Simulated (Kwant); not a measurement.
Device: quantum point contact (saddle potential) in a GaN two-dimensional gas. Effective mass 0.22 mₑ, grid spacing 1.7 nm, hard walls, nominal width 40 nm (23 grid rows, so walls 40.8 nm apart), one parabolic valley, scattering region 120 nm long along x; energies count from the band bottom; Fermi energy 0.02 eV. Potential (V0 + ½k y²) cos²(πx/L) for |x| < L/2, with V0 swept from 0.021 to 0 eV, k = 0.0005 eV/nm², L = 80 nm.

The device is made up for the run: typed textbook-type constants, with dimensions and the other settings drawn at random.

Kwant, effective-mass tight-binding model on a square grid, one spin, coherent transport at 0 K. Conductance is in e²/h.

Compare with the saddle-point formula G = Σ 1/(1 + exp(−2π(E − V0 − ħωy(n + ½))/ħωx)), taking ħωy = ħ√(k/m) and ħωx from the curvature along x of V0 plus half of the mode's confinement energy.

ħωy = 13.2 meV; at V0 = 17.0 meV the lowest mode has ħωx = 4.66 meV.

```tsv
V0 (meV)	formula	simulation
19.8	0.00032	0.00027
17.0	0.0075	0.0076
14.3	0.22	0.23
11.6	0.95	0.95
8.83	1.00	1.00
6.09	1.00	1.00
```

The formula takes a parabolic saddle in the continuum; the run has the full potential on a grid.
